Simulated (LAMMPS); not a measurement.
Surface tension of liquid CdTe over temperature.

All values are model results, not measurements: classical MD, pair style sw, file CdTe.sw (LAMMPS).

```csv
T (K),surface tension,excess energy
1350,0.13 ± 0.01 N/m,0.24 J/m²
1550,0.108 ± 0.008 N/m,0.26 J/m²
1820,0.113 ± 0.009 N/m,0.29 J/m²
```

Caution: the real compound melts congruently only under the pressure of its own vapour and loses its more volatile element when open.

Errors shown are sampling errors alone.
